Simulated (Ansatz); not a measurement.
An Ansatz (an electronic-structure program) input (PBE in Ansatz (plane waves to 420 eV, PAW, without spin-orbit coupling), earlier PAW set):

Ansatz 0.2 input:
```yaml
crystal:
  lattice:
    - [0, 2.3526167969, 2.3526167969]
    - [2.3526167969, 0, 2.3526167969]
    - [2.3526167969, 2.3526167969, 0]
  atoms:
    - { symbol: C, position: [0.75, 0.75, 0.75] }
    - { symbol: Pd, position: [0, 0, 0] }
basis: { ecutwfc: 420, ecutrho_ratio: 4, xc_grid: 2, fft_grid_basis: typed }
kpoints: { mp_grid: { grid: [17, 17, 17] } }
hamiltonian:
  xc: pbe
  dispersion: none
  pseudopotentials: { azcp: { folder: ./paw }, kind: paw }
scf: { occupations: { method: fermi_dirac, width: 0.05 }, convergence: { dr2_threshold: 0.0000000002 } }
output: { forces: true, stress: true }
checkpoint: { write: state.ck, write_every: 1000 }
```

**Question.** Which symmetry and how many k-points will the program report, and about how many plane waves at Γ?

**Answer.** Space group F-43m (ITA 216) with 24 operations, k-points 165 of 4913, and 531 plane waves at Γ.

Whether these cells are dynamically stable was not tested. The final runs are not spin-polarised. The cell was made from SiC by this change: Si → Pd; the result is a hypothetical phase, not in the database extracts checked.
